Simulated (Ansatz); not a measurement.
Base system: MoP (space group P-6m2, No. 187; a = 3.208 Å, c = 3.173 Å; relaxed with 0.1 eV smearing). Axes: x lies along a and z along c of the hexagonal cell.

Computed with PBEsol, PAW, 420 eV (Ansatz, a first-principles code; no spin-orbit coupling), earlier PAW set.

Base values:

- Pressure = 0.0 GPa

The change: biaxial strain +3.45 %, plane normal [001], relaxed out of plane (Cartesian); in-plane vectors clamped, the third vector and the atoms free.

Task: What does the calculation give for the out-of-plane strain after the change?

Result: The out-of-plane strain comes out as -2.16 %.

Task: What does the calculation give for the pressure after the change?

Result: The pressure (mean of the normal stresses, compression positive) goes from zero to -7.8 GPa.

Stability against distortions was not tested. The final runs are not spin-polarised. An odd electron count without spin: MoP.
